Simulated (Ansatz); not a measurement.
Take CdTe in the zinc blende structure (space group F-43m, No. 216; a = 6.558 Å) as the base. Axes: x, y, z lie along the cube axes.

The values are results of r2SCAN/PAW in Ansatz (a first-principles code), no spin-orbit coupling, not measurements.

For the base:

| Property | Value |
|---|---|
| Valley order | Γ 1.17 eV; L along ⟨111⟩ 2.20 eV |
| Valence-band top at Γ | 0.00, 0.00, 0.00 eV |
| Electron mass | 0.090 mₑ (at Γ) |
| Pressure | 0.00 GPa |

Perturbation: compressive biaxial strain of 1.18 % in the plane normal to [111], as in epitaxy on a mismatched substrate; the out-of-plane cell vector and the atoms relax.

How does this affect the valley order?

The valley order (the lowest conduction-band minima on the path, energy above the VBM, named in the base's zone) goes from Γ 1.17 eV; L along ⟨111⟩ 2.20 eV to Γ 1.17 eV; L along [1-11] 2.13 eV; L along [111] 2.34 eV.

Predict the new valence-band top at Γ.

The valence-band top at Γ (three highest levels, from the VBM) changes from 0.00, 0.00, 0.00 eV to 0.00, 0.00, -0.12 eV.

Predict the new electron mass.

The electron mass goes from 0.090 mₑ (at Γ) to 0.089 mₑ out of plane, 0.094 mₑ in plane (at Γ).

How does this affect the pressure?

The pressure (mean of the normal stresses, compression positive) goes from zero to 0.58 GPa.

Spin-orbit coupling, missing from the scalar runs, can matter with Te. The levels and masses belong to the bands next to the band gap. Effective masses come from finite differences of ±0.01 Å⁻¹. Whether these cells are dynamically stable was not tested.
